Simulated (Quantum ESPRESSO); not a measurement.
Input and output of a self-consistent single point for LiNbSe2 (P1, 8 atoms in the cell) (Quantum ESPRESSO).

Computed with PBEsol, GBRV 1.5 ultrasoft (PBESOL) pseudopotentials (plane waves; Quantum ESPRESSO).

The change in words: atoms moved at random. Reference geometry:
```
CELL_PARAMETERS angstrom
      3.53331     0.00000     0.00000
     -1.76666     3.05994     0.00000
      0.00000     0.00000    13.54232
ATOMIC_POSITIONS crystal
  Li 0.00000 0.00000 0.00000
  Li 0.00000 0.00000 0.50000
  Nb 0.00000 0.00000 0.25000
  Nb 0.00000 0.00000 0.75000
  Se 0.33333 0.66667 0.12695
  Se 0.66667 0.33333 0.87305
  Se 0.66667 0.33333 0.62695
  Se 0.33333 0.66667 0.37305
```

Reference input (self-consistent single point, DFT, PBEsol, plane waves, GBRV 1.5 ultrasoft (PBESOL) pseudopotentials): ecutwfc = 40 Ry; ecutrho = 320 Ry; occupations = fixed; potentials = {Li: li_pbesol_v1.4.uspp.F.UPF, Nb: nb_pbesol_v1.uspp.F.UPF, Se: se_pbesol_v1.uspp.F.UPF}; K_POINTS = automatic 6 6 2 0 0 0; nbnd = 32; conv_thr = 1e-10 Ry; mixing_beta = 0.4. This run's input differs from it in these lines:

```diff
@@ -9,5 +9,3 @@
 &system
-  ibrav = 4,
-  celldm(1) = 6.6769879740,
-  celldm(3) = 3.832757523568,
+  ibrav = 0,
   nat = 8,
@@ -28,12 +26,16 @@
 ATOMIC_POSITIONS bohr
-Li    0.0000000000    0.0000000000    0.0000000000
-Li    0.0000000000    0.0000000000   12.7956379460
-Nb    0.0000000000    0.0000000000    6.3978189730
-Nb    0.0000000000    0.0000000000   19.1934569190
-Se    0.0000000000    3.8549608042    3.2488124745
-Se    3.3384939870    1.9274804021   22.3424634176
-Se    3.3384939870    1.9274804021   16.0444504205
-Se    0.0000000000    3.8549608042    9.5468254715
+Li    0.0188891997   -0.0289353348    0.1122689273
+Li   -0.0115311586    0.0431601396   12.7679737768
+Nb   -0.0546144251   -0.0903506406    6.4252016382
+Nb   -0.0101990995    0.1089238411   19.2016973099
+Se   -0.0540769275    3.7826994282    3.3200329953
+Se    3.2904565150    1.8851625023   22.2176035825
+Se    3.4393099517    1.8469347848   16.0759532811
+Se    0.0587641733    4.0172814947    9.4487597023
 K_POINTS automatic
 6 6 2  0 0 0
+CELL_PARAMETERS angstrom
+   3.5333100000     0.0000000000     0.0000000000
+  -1.7666550000     3.0599360000     0.0000000000
+   0.0000000000     0.0000000000    13.5423200000
```

Output (repeated stretches shortened):

```
     Self-consistent Calculation

     iteration #  1     ecut=    40.00 Ry     beta= 0.40

     total energy              =    -437.18632022 Ry
     estimated scf accuracy    <       3.29796429 Ry

     iteration #  2     ecut=    40.00 Ry     beta= 0.40

     total energy              =    -437.79383860 Ry
     estimated scf accuracy    <       4.42532390 Ry

     iteration #  3     ecut=    40.00 Ry     beta= 0.40

     total energy              =    -438.42043420 Ry
     estimated scf accuracy    <       0.04068099 Ry

   [... 12 blocks of this kind left out ...]

     iteration # 16     ecut=    40.00 Ry     beta= 0.40

     total energy              =    -438.45914735 Ry
     estimated scf accuracy    <          2.2E-10 Ry

     iteration # 17     ecut=    40.00 Ry     beta= 0.40
     End of self-consistent calculation

     highest occupied, lowest unoccupied level (ev):    10.0859   10.5970

!    total energy              =    -438.45914736 Ry
     estimated scf accuracy    <          4.0E-11 Ry

     convergence has been achieved in  17 iterations

     Forces acting on atoms (cartesian axes, Ry/au):

     atom    1 type  1   force =    -0.00164765   -0.00091501   -0.00704547
     atom    2 type  1   force =     0.00284384   -0.00014642    0.00248815
     atom    3 type  2   force =     0.02132823    0.04111567   -0.02341171
     atom    4 type  2   force =     0.01071803   -0.05083908   -0.02040687
     atom    5 type  3   force =     0.00077558   -0.00405655   -0.00054092
     atom    6 type  3   force =     0.00698608    0.02461680    0.02596336
   [... lines left out ...]

     Total force =     0.105010     Total SCF correction =     0.000015

          total   stress  (Ry/bohr**3)                   (kbar)     P=      -14.93
  -0.00007619   0.00001010   0.00000855          -11.21        1.49        1.26
   0.00001010  -0.00025919  -0.00009028            1.49      -38.13      -13.28
   0.00000855  -0.00009028   0.00003091            1.26      -13.28        4.55

   JOB DONE.
```

The run converged in 17 iterations. Against the reference run the free energy rises by 21.6 meV/atom, the pressure goes from -3.83 to -1.49 GPa, the largest force goes from 0.341 to 1.435 eV/Å and the gap on the mesh goes from 0.594 to 0.511 eV. The full log also holds: “c_bands:  3 eigenvalues not converged”.

The starting cell comes from a database of computed structures (which also holds hypothetical and non-ambient phases and stackings), without a prior relaxation at this level. For this run, on top of that: atoms moved at random. Forces in this geometry exceed 1 eV/Å.

Cost on one core of a shared machine: roughly 2 min.
